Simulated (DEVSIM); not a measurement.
System: Schottky contact on p-type GaSb, at 300 K.

```
layer (left to right)  material  thickness (μm)  Na (cm⁻³)   τn (s)  τp (s)
---------------------  --------  --------------  ---------  -------  ------
1                          GaSb           0.710     1.5e16  1.6e-10  1.6e-9
2                          GaSb            29.0     2.4e18   1.6e-9  1.6e-9
```

Left contact: Schottky, work function 4.446 eV, emission velocity 4.5e6 cm/s. Right contact: ohmic. Voltage is applied to the left contact. Recombination: SRH at mid-gap, Auger. Mobility is μmin + (μ − μmin)/(1 + (N/Nref)^α).

The device is made up for the run: typed textbook-type constants, with dimensions and the other settings drawn at random. Values at 300 K.

```tsv
parameter	GaSb
gap (eV)	0.726
affinity (eV)	4.06
permittivity	15.7
Nc (cm⁻³)	2.1e17
Nv (cm⁻³)	1.8e19
μn (cm²/Vs)	5000
μp (cm²/Vs)	850
μn,min	1000
μp,min	190
Nref,n	2.8e17
Nref,p	9e17
αn	1.05
αp	0.65
Cn (cm⁶/s)	5e-30
Cp (cm⁶/s)	5e-30
```

Simulated with DEVSIM: 1D drift-diffusion, Boltzmann statistics, complete ionisation; no tunnelling, impact ionisation, image-force lowering or self-heating. Metal contacts follow the ideal Schottky-Mott rule: no Fermi-level pinning, no interface dipoles.

### Question
Tabulate band edges, carrier densities and field at zero bias.

### Answer
Energies count from the Fermi level of the right contact; mesh points crowd at the junctions.

| x (μm) | Ec (eV) | Ev (eV) | n (cm⁻³) | p (cm⁻³) | field (V/cm) |
|---|---|---|---|---|---|
| 0.000 | 0.386 | -0.340 | 6.9e10 | 3.5e13 | 21000 |
| 0.02939 | 0.441 | -0.285 | 8.2e9 | 2.9e14 | 16000 |
| 0.09223 | 0.512 | -0.214 | 5.3e8 | 4.5e15 | 6700 |
| 0.2266 | 0.542 | -0.184 | 1.7e8 | 1.4e16 | 300 |
| 0.5205 | 0.543 | -0.183 | 1.6e8 | 1.5e16 | 110 |
| 0.6351 | 0.551 | -0.175 | 1.2e8 | 2.1e16 | 2300 |
| 0.6887 | 0.585 | -0.141 | 3.2e7 | 7.6e16 | 15000 |
| 0.7236 | 0.674 | -0.052 | 1000000 | 2.4e18 | 1000 |
| 0.7710 | 0.674 | -0.052 | 1000000 | 2.4e18 | ≈ 0 |
| 0.8704 | 0.674 | -0.052 | 1000000 | 2.4e18 | ≈ 0 |
| 1.103 | 0.674 | -0.052 | 1000000 | 2.4e18 | ≈ 0 |
| 1.938 | 0.674 | -0.052 | 1000000 | 2.4e18 | ≈ 0 |
| 3.515 | 0.674 | -0.052 | 1000000 | 2.4e18 | ≈ 0 |
| 7.079 | 0.674 | -0.052 | 1000000 | 2.4e18 | ≈ 0 |
| 17.89 | 0.674 | -0.052 | 1000000 | 2.4e18 | ≈ 0 |
| 24.49 | 0.674 | -0.052 | 1000000 | 2.4e18 | ≈ 0 |
| 27.41 | 0.674 | -0.052 | 1000000 | 2.4e18 | ≈ 0 |
| 28.71 | 0.674 | -0.052 | 1000000 | 2.4e18 | ≈ 0 |
| 29.39 | 0.674 | -0.052 | 1000000 | 2.4e18 | ≈ 0 |
| 29.58 | 0.674 | -0.052 | 1000000 | 2.4e18 | ≈ 0 |
| 29.66 | 0.674 | -0.052 | 1000000 | 2.4e18 | ≈ 0 |
| 29.71 | 0.674 | -0.052 | 1000000 | 2.4e18 | ≈ 0 |
